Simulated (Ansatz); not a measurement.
System: C11b MoSi2. Method: RPBE (Ansatz, a quantum-chemistry and plane-wave program, PAW).

Input file:

Ansatz 0.2 input:
```yaml
crystal:
  lattice:
    - [-1.6032, 1.6032, 3.9239]
    - [1.6032, -1.6032, 3.9239]
    - [1.6032, 1.6032, -3.9239]
  atoms:
    - { symbol: Si, position: [0.6647, 0.6647, 0.0] }
    - { symbol: Si, position: [0.3353, 0.3353, 0.0] }
    - { symbol: Mo, position: [0.0, 0.0, 0.0] }
basis:
  ecutwfc: 520
  ecutrho_ratio: 4
  xc_grid: 2
kpoints:
  mp_grid: { grid: [24, 24, 24] }
hamiltonian:
  xc: rpbe
  dispersion: none
  pseudopotentials: { kind: paw }
scf:
  occupations: { method: fermi_dirac, width: 0.05 }
  convergence: { dr2_threshold: 0.0000000003 }
output:
  forces: true
  stress: true
  eigenvalues: true
```

**Question.** How many irreducible k-points, plane waves at Γ does the program set up, and what pressure does the run end with?

**Answer.** 1063 irreducible k-points, 1079 plane waves at Γ; P = 4.74 GPa, so the cell is compressed and would expand at this level.

Output (set-up and result lines):

```
Crystal: 3 atoms, lattice volume = 40.342 Å³
Basis set: ecut = 520 eV, 1079 PW (Γ), exchange–correlation on 72×72×72 points (8 copies of the dense FFT grid, shifted against one another)
Bands: 15, of which v1, the nominal top of the filled ones, is band 11 counted from 1 (10 counted from 0)
Symmetry: 16 space group operations
Space group: I4/mmm (ITA 139), of the structure as read, at distance tolerance 3.4e-5 Å
k-points: 1063 of 13824
Functional: x = rpbe, c = pbe(β = 0.06672455060314922)
SCF iter   1: F=—  HF=-6242.212533 eV  |F-HF|=—  |Δ(HF+E_count)|=         —  Δρ=4.84e-3  dr2=6.93e-3
SCF iter   2: F=—  HF=-6242.211903 eV  |F-HF|=—  |Δ(HF+E_count)|=   6.30e-4  Δρ=2.74e-3  dr2=2.64e-3
  ...
SCF iter   6: F=—  HF=-6242.211397 eV  |F-HF|=—  |Δ(HF+E_count)|=   7.58e-8  Δρ=5.15e-6  dr2=8.09e-9
SCF iter   7: F=-6242.211397 eV  HF=-6242.211397 eV  |F-HF|=4.55e-12  |Δ(HF+E_count)|=   1.46e-9  Δρ=7.43e-7  dr2=1.45e-10
SCF 1 converged in 7 iterations: F = -6242.211397 eV  dr2 = 1.45e-10
SCF converged after 7 iterations
Free energy (F): -6242.211397 eV
Internal energy: -6242.209373 eV  (E = F + TS)
E sigma→0 (E₀):  -6242.210385 eV
Fermi energy:    16.001754 eV
--- Forces (eV/Å), atoms counted from 1 ---
  atom   1  Si     0.00000000     0.00000000     0.08367661
  atom   2  Si     0.00000000    -0.00000000    -0.08367661
  atom   3  Mo     0.00000000     0.00000000     0.00000000
--- Stress (GPa, compression-positive) ---
        4.591602       0.000000       0.000000
        0.000000       4.591602       0.000000
        0.000000      -0.000000       5.050167
  P = ⅓ Tr σ = 4.7445 GPa (47.445 kbar)
```

The PAW data were made under PBE.

Note: cell and atoms aren't relaxed at this level (largest force 0.08 eV/Å, pressure 4.7 GPa).
